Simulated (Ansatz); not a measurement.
The reference is W in the bcc (W type) structure (space group Im-3m, No. 229; a = 3.154 Å).

Levels (all Ansatz, an electronic-structure program, PAW): PBEsol (420 eV, without spin-orbit coupling); r2SCAN (500 eV, no SOC).

The geometry is relaxed with PBEsol.

```
Quantity           Value
---------------  -------
PBEsol pressure  0.0 GPa
```

Q: How does going to r2SCAN change the pressure?

A: The pressure goes from zero to 4.6 GPa.

Single points use the geometry relaxed with PBEsol. Their cutoffs differ, which shifts pressures a little. Whether these cells are dynamically stable was not tested. All final runs are without spin polarisation.
